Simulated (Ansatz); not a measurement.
A 16-atom cell of Ga(Sb,N) started in the zinc blende structure, site fractions Sb 0.875, N 0.125, short-range order -0.14 among the nearest mixed sites of the first mixed sublattice (0 is random, a negative value favours unlike neighbours), space group F-43m at the end, an ordered arrangement that its symmetry holds. The mixed sublattice has 8 sites.

The mixing enthalpy is taken against the end members in the zinc blende type (which need not be the stable form of GaN), relaxed in the same cell and mesh.

Levels used, each named beside its values: PBE (plane waves to 420 eV, PAW; Ansatz, a program for electronic structure); HSE06 (plane waves to 420 eV, PAW; Ansatz). Geometries and values that name no level are of the first. Spin–orbit coupling is left out; with elements this heavy it can move edges by tenths of an eV. Its k-point mesh 4×4×4, Fermi–Dirac width 0.01 eV. HSE06 ran on meshes of its own (3×3×3); its edges and gaps are taken over the mesh and over extra points off it, mostly where PBE has its edges.

```tsv
cell	energy at zero smearing (eV)
GaSb	-82142.667
GaN	-33343.259
Ga8NSb7	-76040.003
```

### Question
Work out the mixing enthalpy per mixed site and the interaction parameter Ω of a regular solution.

### Answer
With x = 1/8 of the second end member, ΔH = [-76040.003 − 7/8 × (-82142.667) − 1/8 × (-33343.259)] / 8 = 342.3 meV against the separate end members. Ω = ΔH / x(1 − x) = 3130 meV.
